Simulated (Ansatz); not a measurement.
Phonon-limited resistivity of HfC (Fm-3m) against temperature in μΩ·cm, PBEsol, DFPT electron-phonon coupling, linearised Boltzmann equation in Ansatz (an electronic-structure program), harmonic crystal at a fixed cell.

```tsv
T	ρ
50 K	0.28
77 K	?
100 K	?
150 K	3.7
200 K	6.5
250 K	9.9
273 K	?
300 K	13.5
350 K	17.2
400 K	21
500 K	28
600 K	34
800 K	46
```

Question: What belongs in the gaps?

Answer: 
- 77 K, ρ: 0.93
- 100 K, ρ: 1.62
- 273 K, ρ: 11.6

A metal at this level (no band gap). Only scattering by harmonic phonons is included (no impurities, grain boundaries, electron-electron scattering or thermal expansion). Spin-orbit coupling is left out, which matters with elements this heavy. Halving the electron mesh (32x32x32) moves the resistivity by up to 10 %. Smearing 0.20 eV; phonons on a 5x5x5 q mesh, which this run doesn't test and which matters most at low temperature.
